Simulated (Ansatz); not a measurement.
## A computed series for InAs: response to strain

Base system: InAs in the zinc blende structure (space group F-43m, No. 216; a = 6.109 Å). Axes: x, y, z lie along the cube axes.

Strains are applied to the cell and any free atomic positions relax; under stress the whole cell relaxes.

Calculations: DFT with r2SCAN, PAW potentials and a 500 eV plane-wave cutoff in Ansatz (a quantum-chemistry and plane-wave program), no spin-orbit coupling.

```json
[
 {"variant": "base", "volume per atom": "28.50 Å³", "band gap": "0.08 eV"},
 {"variant": "isotropic strain −1.49 %", "volume per atom": "27.24 Å³", "band gap": "(withheld)"},
 {"variant": "isotropic strain +1.87 %", "volume per atom": "30.13 Å³", "band gap": "zero"},
 {"variant": "uniaxial strain ε_zz = +5.50 %", "volume per atom": "30.07 Å³", "band gap": "zero"},
 {"variant": "uniaxial stress, 0.5 GPa tension along z", "volume per atom": "(withheld)", "band gap": "zero"}
]
```

Task: Complete the table.

Result: 
- isotropic strain −1.49 %, band gap: 0.33 eV
- uniaxial stress, 0.5 GPa tension along z, volume per atom: 28.58 Å³

The mesh was chosen for an insulator and is coarse for the gapless case. Stability under load was not tested beyond the relaxation. All final runs are without spin polarisation. Gaps under 0.05 eV, about the width of the smearing, are given as zero. The zero or small gap of InAs can change with the level of theory.
